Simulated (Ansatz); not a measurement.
Worked example: self-consistent single point of CdAg2GeO4 (I-42m, 8 atoms in the cell) in Ansatz (a program for electronic structure).

Computed with PBE (plane waves, PAW; Ansatz).

```xyz
8
Lattice="-2.3115 2.3115 4.5404 2.3115 -2.3115 4.5404 2.3115 2.3115 -4.5404" Properties=species:S:1:pos:R:3 pbc="T T T"
Ag     2.3115     0.0000     2.2702
Ag     0.0000     2.3115     2.2702
Cd     0.0000     0.0000     0.0000
O      1.1788    -1.1788     5.7390
O      1.1326     1.1326    -1.1987
O      1.1788     1.1788     3.3417
O     -1.1788     1.1788     5.7390
Ge     0.0000     0.0000     4.5404
```

Reference input (self-consistent single point, DFT, PBE, plane waves, default PAW files): basis.ecutwfc = 420 eV; kpoints.mp_grid.grid = 5 5 5; kpoints.mp_grid.shift = 0.5 0.5 0.5; hamiltonian.xc = pbe; hamiltonian.pseudopotentials = {kind: paw}, with the files named one by one; scf.occupations.method = methfessel_paxton; scf.occupations.width = 0.136 eV. This run's input differs from it in these lines:

Ansatz 0.2 input:
```diff
@@ -17,3 +17,3 @@
 kpoints:
-  mp_grid: { grid: [5, 5, 5], shift: [0.5, 0.5, 0.5] }
+  mp_grid: { grid: [20, 20, 20], shift: [0.5, 0.5, 0.5] }
 hamiltonian:
```

Log, with long lists cut:

```
SCF iter   1: F=—  HF=-29989.005590 eV  |F-HF|=—  |Δ(HF+E_count)|=         —  Δρ=1.79e-2  dr2=3.97e-1  ethr=1.77e-3  ⟨swp⟩=5.2  Hψ=119375  notcnv=0  defer=966
all-band conjugate gradients solve this SCF's bands
preconditioner: auto → LDOS
SCF iter   2: F=—  HF=-29988.957543 eV  |F-HF|=—  |Δ(HF+E_count)|=   4.80e-2  S|Δr|=    0.00e0  Δρ=8.10e-3  dr2=4.86e-2  ethr=4.14e-4  ⟨swp⟩=1.0  Hψ=42550  notcnv=0  defer=1202
   [... lines left out ...]
SCF iter   6: F=—  HF=-29988.946449 eV  |F-HF|=—  |Δ(HF+E_count)|=   4.41e-5  S|Δr|=    0.00e0  Δρ=1.58e-4  dr2=2.36e-5  ethr=2.11e-7  ⟨swp⟩=2.0  Hψ=62680  notcnv=0  defer=1202
SCF iter   7: F=—  HF=-29988.946435 eV  |F-HF|=—  |Δ(HF+E_count)|=   1.34e-5  S|Δr|=    0.00e0  Δρ=3.44e-5  dr2=4.32e-7  ethr=2.46e-8  ⟨swp⟩=2.0  Hψ=64299  notcnv=0  defer=1202
SCF iter   8: F=-29988.946436 eV  HF=-29988.946436 eV  |F-HF|=5.28e-8  |Δ(HF+E_count)|=   1.39e-7  S|Δr|=    0.00e0  Δρ=7.56e-6  dr2=5.40e-8  ethr=1.04e-10  ⟨swp⟩=9.1  Hψ=151315  notcnv=0
SCF 1 converged in 8 iterations: F = -29988.946436 eV  dr2 = 5.40e-8
Stability not checked (fill_not_monotonic)
Free energy (F): -29988.946436 eV
Internal energy: -29988.949794 eV  (E = F + TS)
E sigma→0 (E₀):  -29988.947275 eV
Entropy (-TS):   0.003358 eV (0.420 meV/atom)
Fermi energy:    14.003229 eV
--- Forces (eV/Å), atoms counted from 1 ---
  atom   1  Ag    -0.00000000    -0.00000000     0.00000000
  atom   2  Ag    -0.00000000     0.00000000     0.00000000
  atom   3  Cd    -0.00000000     0.00000000     0.00000000
  atom   4  O     -2.23584180     2.23584180    -3.32830818
   [... lines left out ...]
  atom   8  Ge    -0.00000000     0.00000000     0.00000000
--- Stress (GPa, compression-positive) ---
       52.550224      -0.000000       0.000000
       -0.000000      52.550224       0.000000
        0.000000      -0.000000      50.571290
  P = ⅓ Tr σ = 51.8906 GPa (518.906 kbar)
  The stress holds the Pulay correction. Without it, at fixed plane waves, as pw.x and ABINIT print it: P = 51.3527 GPa
```

The run converged in 8 iterations. Against the reference run the free energy stays essentially unchanged (within 1 meV/atom), the pressure hardly changes (51.94 to 51.89 GPa) and the largest force goes from 4.510 to 4.591 eV/Å.

The starting cell was generated: these elements placed on a structure prototype, without a prior relaxation; it need not be a known phase or ordering of this composition. With a pressure of about 52 GPa the cell is away from its equilibrium volume at this level. Forces in this geometry exceed 1 eV/Å. Ansatz's pressure includes its estimate of the finite-basis (Pulay) stress. Without the estimate this run gives 51.35 GPa. The run gives no clean gap (levels at the Fermi energy touch, overlap or are partly filled at this smearing), which alone does not show that the compound is a metal.

Cost on one core of a shared machine: roughly 3 min.
